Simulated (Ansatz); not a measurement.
**What pressure 3 GPa does to TiSi2**

Base system: TiSi2 (space group Fddd, No. 70; a = 4.8062 Å, b = 8.2647 Å, c = 8.5654 Å).

The change: cell and atoms relaxed at a pressure of 3 GPa.

Computed with DFT with PBE, PAW potentials and a 420 eV plane-wave cutoff in Ansatz (a quantum-chemistry and plane-wave program), no spin-orbit coupling. Γ-centred 13×13×13 mesh, Fermi–Dirac width 0.05 eV.

| quantity | base | changed | shift |
|---|---|---|---|
| volume per atom | 14.18 Å³ | 13.89 Å³ | -0.29 Å³ |
| density | 4.06 g/cm³ | 4.15 g/cm³ | +0.084 g/cm³ |
| shortest interatomic distance | 4.790 bohr | 4.762 bohr | -0.0274 bohr |
| enthalpy H = E + PV relative to the base's energy | – | +0.26 eV/atom | – |
| band gap | zero | zero | – |

Load acts through the strain it causes; cell and atoms are relaxed under it. Whether these cells are dynamically stable was not tested. All final runs are without spin polarisation.
